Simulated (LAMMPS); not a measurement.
Consider a slab of Ta (bcc) cut on the (001) plane, one half shifted rigidly along [100] and [010] of the cubic cell, atoms relaxed along the normal alone (0 K).

Computed with machine-learned potential (static), pair style pod, file Ta_param.pod (LAMMPS).

```csv
"shift along [100], in periods of 3.300 Å",γ (mJ/m²)
0.000,0.000
0.08333,126
0.1667,528
0.2500,1090
0.3333,1630
0.4167,2000
0.5000,2130
0.5833,2000
0.6667,1630
0.7500,1090
0.8333,528
0.9167,126
1.000,0.000
```

Main features:
- largest energy on the line along [100]: 2130 mJ/m²
